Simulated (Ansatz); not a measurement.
Ansatz (a program for electronic structure) run on a (100) slab of LaCu2 (cut from a parent of space group no. 191; 6 atoms in the cell): self-consistent single point.

Computed with PBEsol, default PAW files made with PBE (plane waves; Ansatz).

The change in words: vacuum of 6 angstrom (first run: 14 Å); efield.axis: default → 3; efield.dipole_correction: default → true. Reference geometry:
```yaml
crystal:
  lattice:
    - [4.31319, 0.00000, 0.00000]
    - [0.00000, 3.86251, 0.00000]
    - [0.00000, 0.00000, 20.22550]
  atoms:
    - { symbol: La, position: [0.50000, 0.00000, 0.40766] }
    - { symbol: Cu, position: [0.00000, 0.50000, 0.46922] }
    - { symbol: Cu, position: [0.00000, 0.50000, 0.34610] }
    - { symbol: La, position: [0.00000, 0.00000, 0.59234] }
    - { symbol: Cu, position: [0.50000, 0.50000, 0.65390] }
    - { symbol: Cu, position: [0.50000, 0.50000, 0.53078] }
```

Reference input (self-consistent single point, DFT, PBEsol, plane waves, default PAW files made with PBE): basis.ecutwfc = 420 eV; kpoints.mp_grid.grid = 6 7 1; hamiltonian.xc = pbesol; hamiltonian.pseudopotentials = {kind: paw} (the program's default PAW files); scf.occupations.method = fermi_dirac; scf.occupations.width = 0.1 eV. This run's input differs from it in these lines:

Ansatz 0.2 input:
```diff
@@ -5,10 +5,10 @@
     - [0.000000, 3.862513, 0.000000]
-    - [0.000000, 0.000000, 20.225497]
+    - [0.000000, 0.000000, 12.225489]
   atoms:
-    - { symbol: La, position: [0.500000, 0.000000, 0.407659] }
-    - { symbol: Cu, position: [0.000000, 0.500000, 0.469219] }
-    - { symbol: Cu, position: [0.000000, 0.500000, 0.346098] }
-    - { symbol: La, position: [0.000000, 0.000000, 0.592341] }
-    - { symbol: Cu, position: [0.500000, 0.500000, 0.653902] }
-    - { symbol: Cu, position: [0.500000, 0.500000, 0.530781] }
+    - { symbol: La, position: [0.500000, 0.000000, 0.347234] }
+    - { symbol: Cu, position: [0.000000, 0.500000, 0.449077] }
+    - { symbol: Cu, position: [0.000000, 0.500000, 0.245389] }
+    - { symbol: La, position: [0.000000, 0.000000, 0.652766] }
+    - { symbol: Cu, position: [0.500000, 0.500000, 0.754611] }
+    - { symbol: Cu, position: [0.500000, 0.500000, 0.550923] }
 basis:
@@ -22,2 +22,5 @@
     kind: paw
+efield:
+  axis: 3
+  dipole_correction: true
 scf:
@@ -29,3 +32,2 @@
   eigenvalues: true
-  stress: true
```

Output (repeated stretches shortened):

```
SCF iter   1: F=—  HF=-38675.749438 eV  |F-HF|=—  |Δ(HF+E_count)|=         —  Δρ=1.19e-2  dr2=2.38e-1  ethr=1.77e-3  p=0.000 e·Å  D=1.25e-13 V/Å  ΔV_dip=-0.00 eV  dr2_dipole=2.87e-7  V_vac-E_F(+/−)=3.70/3.82 eV  ⟨swp⟩=8.2  Hψ=3678  notcnv=0
all-band conjugate gradients solve this SCF's bands
efield: sawtooth ramp at fractional position 0.9500 (placed from the atoms, in the widest stretch of the axis that holds none …
   [... lines left out ...]
WARN: efield: at this solve's end the planar-averaged density reaches 1.49e-2 e/Å³ inside the ramp window [0.8682, 0.1318] (bound 1e-5 e/Å³) …
SCF 1 converged in 11 iterations: F = -38675.722069 eV  dr2 = 7.46e-8
Free energy (F): -38675.722069 eV
Internal energy: -38675.556694 eV  (E = F + TS)
E sigma→0 (E₀):  -38675.639382 eV
Entropy (-TS):   -0.165375 eV (-27.562 meV/atom)
Fermi energy:    6.437593 eV
Dipole field:    D = -0.000046 V/Å  (p = -0.000052 e·Å, saw-weighted, corrected)
Work function:   Φ+ = withheld (plateau slope 1.9e0 eV/Å)   Φ− = withheld (plateau slope 1.4e0 eV/Å)
Levels:          The Fermi level and band energies are counted from a zero that moves with the ramp; work functions are not
Vacuum region:   at the solve's end the planar-averaged density reaches 1.49e-2 e/Å³ inside the ramp window [0.8682, 0.1318] (bound 1e-5 e/Å³)
--- Forces (eV/Å), atoms counted from 1 ---
  atom   1  La     0.00000000     0.00000000     0.24321681
  atom   2  Cu     0.00000000     0.00000000    -0.03217255
  atom   3  Cu     0.00000000     0.00000000     0.49084996
  atom   4  La     0.00000000     0.00000000    -0.24323471
  atom   5  Cu     0.00000000     0.00000000    -0.49074791
  atom   6  Cu     0.00000000     0.00000000     0.03216394
```

The run converged in 11 iterations. Against the reference run the free energy rises by 2.2 meV/atom and the largest force moves little (0.481 to 0.491 eV/Å).

The starting cell comes from a database of computed structures (which also holds hypothetical and non-ambient phases and stackings), without a prior relaxation at this level. The slab is cut from that crystal, and its faces are unrelaxed. Its lattice was rescaled by up to half a per cent. Spin polarisation is off.

Cost on one core of a shared machine: roughly 30 s.
